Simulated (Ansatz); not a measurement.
## How far to go with the k-point mesh: the (100) slab of Hf (cut from a parent of space group no. 225; 4 atoms in the cell)

```yaml
crystal:
  lattice:
    - [3.17695, 0.00000, 0.00000]
    - [-3.17695, 3.17695, 0.00000]
    - [0.00000, 0.00000, 20.73929]
  atoms:
    - { symbol: Hf, position: [0.00000, 0.00000, 0.44584] }
    - { symbol: Hf, position: [0.00000, 0.50000, 0.33752] }
    - { symbol: Hf, position: [0.00000, 0.00000, 0.66248] }
    - { symbol: Hf, position: [0.00000, 0.50000, 0.55416] }
```

Method: LDA (PW92), default PAW files made with PBE (plane waves; Ansatz, a program for electronic structure).

Base settings: basis.ecutwfc = 420 eV; kpoints.mp_grid.grid = 13 13 1; hamiltonian.xc = lda; hamiltonian.pseudopotentials = {kind: paw} (the program's default PAW files); scf.occupations.method = fermi_dirac; scf.occupations.width = 0.1 eV.

Only quantities that move along the ladder and can be compared are tabulated.

The count of work is k-points × plane waves × bands × iterations; it is no time. 

The starting cell comes from a database of computed structures (which also holds hypothetical and non-ambient phases and stackings), without a prior relaxation at this level. The slab is cut from that crystal, and its faces are unrelaxed. Its lattice was rescaled by up to half a per cent. In the base run, forces exceed 1 eV/Å.

Steps (kpoints.mp_grid.grid): 3 3 1; 4 4 1; 5 5 1; 6 6 1; 7 7 1; 8 8 1; 9 9 1; 11 11 1; 12 12 1; 13 13 1; 14 14 1; 17 17 1; 20 20 1; 23 23 1; 27 27 1; 32 32 1; 37 37 1.

Problem. What is the coarsest kpoints.mp_grid.grid that holds the forces within 0.02 eV/Å of the last step, with all finer ones?

Solution. 11 11 1, at 0.11 of the last step's count of work; the step before is off by 0.024 eV/Å.

Problem. What is the coarsest kpoints.mp_grid.grid that holds the free energy within 5 meV/atom of the last step, with all finer ones?

Solution. 6 6 1, at 0.053 of the last step's count of work; the step before is off by 14 meV/atom.

| kpoints.mp_grid.grid | free energy less the last step's (meV/atom) | largest difference of a force vector from the last step's (eV/Å) | count of work / last |
|---|---|---|---|
| 3 3 1 | 19.44 | 0.047 | 0.018 |
| 4 4 1 | -3.93 | 0.293 | 0.032 |
| 5 5 1 | -14.45 | 0.025 | 0.032 |
| 6 6 1 | -3.49 | 0.108 | 0.053 |
| 7 7 1 | 2.58 | 0.036 | 0.053 |
| 8 8 1 | 1.55 | 0.010 | 0.079 |
| 9 9 1 | -1.25 | 0.024 | 0.079 |
| 11 11 1 | -0.35 | 0.011 | 0.11 |
| 12 12 1 | -0.13 | 0.004 | 0.15 |
| 13 13 1 | -0.07 | 0.002 | 0.15 |
| 14 14 1 | 0.08 | 0.005 | 0.19 |
| 17 17 1 | 0.04 | 0.002 | 0.24 |
| 20 20 1 | 0.00 | 0.000 | 0.35 |
| 23 23 1 | 0.00 | 0.000 | 0.41 |
| 27 27 1 | 0.00 | 0.000 | 0.55 |
| 32 32 1 | 0.00 | 0.000 | 0.81 |
| 37 37 1 | 0.00 | 0.000 | 1.0 |

Keys are those of Ansatz 0.2.
